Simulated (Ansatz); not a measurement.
# Hypothetical P4_2/mnm GaN: pressure series

The parent structure is GaN (space group P4_2/mnm, No. 136; a = 5.470 Å, c = 3.183 Å; a hypothetical phase, not in the database extracts checked).

Cell and atoms are relaxed at each pressure.

Level of theory: PBEsol (Ansatz, a first-principles code, PAW, no spin-orbit coupling).

```tsv
pressure (GPa)	volume per atom (Å³/atom)
-2	12.047
-1	11.975
0	11.906
0.3	11.886
0.7	?
3	11.710
5	11.588
7.5	11.445
10	11.309
```

Task: Fit the third-order Birch–Murnaghan form P(V) = (3B₀/2)[(V₀/V)^(7/3) − (V₀/V)^(5/3)]·[1 + (3/4)(B₀′ − 4)((V₀/V)^(2/3) − 1)] (squares taken in P) to the rows shown and predict the withheld row.

Result: Least squares on the printed values gives V₀ = 11.906 Å³/atom, B₀ = 175 GPa, B₀′ = 4.2; this predicts 11.859 Å³/atom, and the run gives 11.859 Å³/atom, in agreement.

Load acts through the strain it causes; cell and atoms are relaxed under it. No phonon test of stability was made. Competing high-pressure phases were not computed.
